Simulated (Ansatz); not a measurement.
## O on the As site (zinc-blende GaAs host)

The numbers are results of PBE, PAW (plane waves to 420 eV; Ansatz, an electronic-structure program), not measurements. Cell: 64 sites, 2×2×2 repeats of a cell of 8 atoms; final energies on a 2×2×2 shifted mesh. Site at the start: the As site. Finite-size correction: monopole term and site-potential alignment. Dielectric constants: PBE linear response of the host. Host gap at this level: 0.16 eV. These values are not converged in cell size to better than tenths of an eV. PBE closes or nearly closes this host's gap, so even the neutral cell can hold carriers in host bands. Spin–orbit coupling is left out. Each state is the lowest found from its start.

Formation energies E_f are given with the Fermi level at the valence-band maximum. Chemical conditions: As-rich (Δμ(As) = 0.00 eV, Δμ(O) = -2.57 eV, bounded by beta Ga2O3; only phases computed here count, gases as isolated molecules at 0 K); Ga-rich (Δμ(As) = -0.70 eV, Δμ(O) = -3.04 eV, bounded by beta Ga2O3; only phases computed here count, gases as isolated molecules at 0 K). Reference phases: As: rhombohedral As, O: O2 molecule in a box.

Charges with a result: +1, 0, −1. Others weren't obtained, and one of them could lie lower, also by skipping a charge.

```
charge         moment (μB)  largest move off a lattice site (Å)  image correction with alignment (eV)  E_f, As-rich (eV)  E_f, Ga-rich (eV)
------  ------------------  -----------------------------------  ------------------------------------  -----------------  -----------------
+1†     not spin-polarised                                 0.52                                 -0.06                  –                  –
0†              fractional                                 0.42                                  0.00               2.33               2.09
−1†     not spin-polarised                                 0.32                                  0.21                  –                  –
```

† Not settled in this cell, so no level is given: charge +1: a level filled in part; charge 0: fractional moment, a level filled in part, level within 0.1 eV of a band edge or past it; charge −1: level within 0.1 eV of a band edge or past it.

Starting moments that weren't kept: charge 0 began with 1 μB and ended with 0.5.

No other site or start that was run ended lower by more than 0.1 eV.

Flagged in the runs: a strain field that reaches the edge of the cell.
